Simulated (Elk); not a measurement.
Band structure of GaGe3 (P6_3/mmc, 8 atoms in the cell).

```yaml
crystal:
  lattice:
    - [5.98504, 0.00000, 0.00000]
    - [-2.99252, 5.18320, 0.00000]
    - [0.00000, 0.00000, 5.03495]
  atoms:
    - { symbol: Ga, position: [0.66667, 0.33333, 0.25000] }
    - { symbol: Ga, position: [0.33333, 0.66667, 0.75000] }
    - { symbol: Ge, position: [0.32713, 0.16356, 0.75000] }
    - { symbol: Ge, position: [0.67287, 0.83644, 0.25000] }
    - { symbol: Ge, position: [0.16356, 0.32713, 0.25000] }
    - { symbol: Ge, position: [0.83644, 0.67287, 0.75000] }
    - { symbol: Ge, position: [0.83644, 0.16356, 0.75000] }
    - { symbol: Ge, position: [0.16356, 0.83644, 0.25000] }
```

Method of the run: Elk 10.2.4 with PBEsol, all-electron FP-LAPW, Elk's shipped species files, default APW+lo basis.

Settings: xctype = 22; rgkmax = 7; stype = 0; swidth = 0.00367493 Ha; ngridk = 3 3 4.

The starting cell comes from a database of computed structures (which also holds hypothetical and non-ambient phases and stackings), without a prior relaxation at this level. Values depend on the basis (sphere radii, cutoffs, local orbitals), which need not be converged.

Levels in eV from the Fermi level, bands 52 to 59:
```csv
point,52,53,54,55,56,57,58,59
Γ,-1.39,-1.21,-1.18,-0.94,-0.75,-0.73,0.59,1.74
M,-1.72,-1.56,-1.51,-1.21,-0.50,0.50,0.57,1.91
K,-2.90,-0.12,-0.12,0.32,0.55,0.56,1.07,1.49
A,-4.14,-4.12,-4.12,1.28,1.28,4.39,4.39,4.39
L,-1.42,-0.03,-0.02,0.10,0.10,1.34,1.34,1.81
H,-1.83,1.18,1.18,1.27,1.27,1.65,1.65,2.20
```

Bands cross the Fermi level along this path, so the cell is metallic at this level.
